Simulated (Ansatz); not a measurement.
HfSiO4 (I4₁/amd, No. 141, 12 atoms in the cell; start COD 9000852), treated with r²SCAN (Ansatz, a first-principles code, plane waves, PAW).

Run with plane-wave cutoff 560 eV, 8×8×8 k mesh, Fermi–Dirac smearing 0.01 eV, scalar-relativistic PAW data made under PBE.

Cell (relaxed at this level):

```yaml
crystal:
  lattice:
    - [-3.29102, 3.29102, 2.98598]
    - [3.29102, -3.29102, 2.98598]
    - [3.29102, 3.29102, -2.98598]
  atoms:
    - { symbol: Hf, position: [0.75000, 0.25000, 0.50000] }
    - { symbol: Hf, position: [0.00000, 0.00000, 0.00000] }
    - { symbol: Si, position: [0.25000, 0.75000, 0.50000] }
    - { symbol: Si, position: [0.50000, 0.50000, 0.00000] }
    - { symbol: O, position: [0.13526, 0.31988, 0.81538] }
    - { symbol: O, position: [0.06988, 0.75450, 0.68462] }
    - { symbol: O, position: [0.50450, 0.31988, 0.18462] }
    - { symbol: O, position: [0.06988, 0.38526, 0.31538] }
    - { symbol: O, position: [0.61474, 0.93012, 0.68462] }
    - { symbol: O, position: [0.68012, 0.86474, 0.18462] }
    - { symbol: O, position: [0.24550, 0.93012, 0.31538] }
    - { symbol: O, position: [0.68012, 0.49550, 0.81538] }
```

Question: Estimate the band gap and smallest direct gap on the k points sampled that the calculation returns.

Answer: 
- band gap = 6.00 eV
- smallest direct gap on the k points sampled = 6.37 eV

Note: the relaxation could not lower the start's symmetry, so a distorted cell can lie lower.

Spin–orbit coupling is not included.

The computed numbers hold no vibrational or temperature effects.
